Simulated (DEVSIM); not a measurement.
System: Al/Al2O3/n-Si capacitor, at 300 K.

```
layer (left to right)  material  thickness (nm)  Nd (cm⁻³)
---------------------  --------  --------------  ---------
1                         Al2O3            14.0          -
2                            Si            7900     1.1e15
```

Metal gate on the left, work function 4.1 eV. Fixed charge at the semiconductor interface 0 cm⁻² (in units of +e); no interface traps.

This is a model device: material constants are rounded textbook-type values typed into the input, and sizes, dopings and lifetimes were drawn at random. Values at 300 K.

| parameter | Al2O3 | Si |
|---|---|---|
| gap (eV) | 6.8 | 1.124 |
| affinity (eV) | 1.35 | 4.05 |
| permittivity | 9 | 11.7 |
| Nc (cm⁻³) | - | 2.86e19 |
| Nv (cm⁻³) | - | 3.1e19 |

DEVSIM, 1D Poisson equation in equilibrium, Boltzmann statistics, complete ionisation; no quantum confinement or tunnelling. Metal contacts follow the ideal Schottky-Mott rule: no Fermi-level pinning, no interface dipoles.

Task: Tabulate band edges, carrier densities and field at -0.7 V on the gate.

Result: Energies count from the Fermi level of the right contact; mesh points crowd at the junctions.

```csv
x (μm),Ec (eV),Ev (eV),n (cm⁻³),p (cm⁻³),field (V/cm)
0.000,3.450,-3.350,< 1e2,< 1e2,-16000
0.001512,3.448,-3.352,< 1e2,< 1e2,-16000
0.004831,3.442,-3.358,< 1e2,< 1e2,-16000
0.009895,3.434,-3.366,< 1e2,< 1e2,-16000
0.01340,3.429,-3.371,< 1e2,< 1e2,-16000
0.01464,0.727,-0.397,1.8e7,6.6e12,-12000
0.01719,0.724,-0.400,2.0e7,5.9e12,-12000
0.02758,0.711,-0.413,3.2e7,3.6e12,-12000
0.04842,0.687,-0.437,8.3e7,1.4e12,-12000
0.1017,0.627,-0.497,8.3e8,1.4e11,-11000
0.2273,0.506,-0.618,9.1e10,1.3e9,-8600
0.7150,0.280,-0.844,5.6e14,210000,-1300
1.766,0.263,-0.861,1.1e15,110000,≈ 0
4.223,0.263,-0.861,1.1e15,110000,≈ 0
6.788,0.263,-0.861,1.1e15,110000,≈ 0
7.464,0.263,-0.861,1.1e15,110000,≈ 0
7.728,0.263,-0.861,1.1e15,110000,≈ 0
7.840,0.263,-0.861,1.1e15,110000,≈ 0
7.892,0.263,-0.861,1.1e15,110000,≈ 0
7.906,0.263,-0.861,1.1e15,110000,≈ 0
7.911,0.263,-0.861,1.1e15,110000,≈ 0
7.914,0.263,-0.861,1.1e15,110000,≈ 0
```
